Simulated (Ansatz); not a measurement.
The reference is ZrIr2 in the cubic Laves (MgCu2 type) structure (space group Fd-3m, No. 227; a = 7.346 Å).

Level of theory: PBEsol (Ansatz, a quantum-chemistry and plane-wave program, PAW, no spin-orbit coupling).

For the base:

| Item | Value |
|---|---|
| Pressure | 0.0 GPa |

The change: every lattice vector is stretched by 1.22 %; the atoms relax in the strained cell.

### Question
Predict the new energy relative to the base and pressure.

### Answer
The energy grows by 18 meV/atom; the pressure goes from zero to -9.0 GPa.

Stability against distortions was not tested. All final runs are without spin polarisation.
